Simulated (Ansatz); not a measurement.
For 1T (CdI2-type) PtTe2, PBEsol+SOC (Ansatz, an electronic-structure program, PAW) gives:

- lattice parameter a: 4.041 Å
- c axis length: 5.170 Å

Problem. What does HSE06 (plane waves, PAW; Ansatz) give for the same quantities?

Solution. 
- lattice constant a: 4.038 Å (drops by 0.1 %)
- lattice parameter c: 5.366 Å (grows by 3.8 %)

For comparison: lattice constant a 4.026 Å (measured, temperature not stated, not corrected to a static lattice; as tabulated in Pelayo et al. (2023), arXiv:2312.15371); lattice parameter c 5.221 Å (measured, temperature not stated, no zero-point or thermal correction; as tabulated in Pelayo et al. (2023), arXiv:2312.15371).

Changes are worked out from the printed values.

Unless a cell is named, each level is at its own relaxed cell (PBEsol+SOC 24.37, HSE06 25.26 Å³/atom).

Levels without +SOC leave out spin–orbit coupling, which shifts energies and cells of such heavy elements.

Caveats: the cell comes from a level without a dispersion term, which matters for the spacing of layers, chains or molecules (PBEsol+SOC, HSE06). Ansatz's density-functional and Hartree–Fock values are scalar-relativistic unless marked +SOC, with PAW data made under PBE.
